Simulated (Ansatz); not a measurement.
Functionals compared on a constructed model of the (100) surface of fcc Pt, a pseudomorphic layer of Al in the host's stacking (bottom of the slab: a bare face, its two planes held), in Ansatz (plane waves, PAW). The structure was relaxed with PBE; the other rows are single points on it. Cutoff 420 eV (500 eV for r2SCAN).

Set-up: 7 atoms, 11.7 Å thick at the start; mesh 13x13x1; 0.1 eV smearing; dipole correction on; 2 atoms held, the rest relaxed; symmetry of the start imposed; no spin, no spin-orbit, no U. It is one candidate, not shown to be the stable structure of the face. These notes are the PBE run's.

```
functional  work function of the top face (eV)  rough cost of the single point
----------  ----------------------------------  ------------------------------
PBE                                       4.75                               –
RPBE                                      4.68  around 27 core-seconds (rough)
r2SCAN                                    4.82         roughly 60 core-seconds
```

Ansatz is a first-principles code.
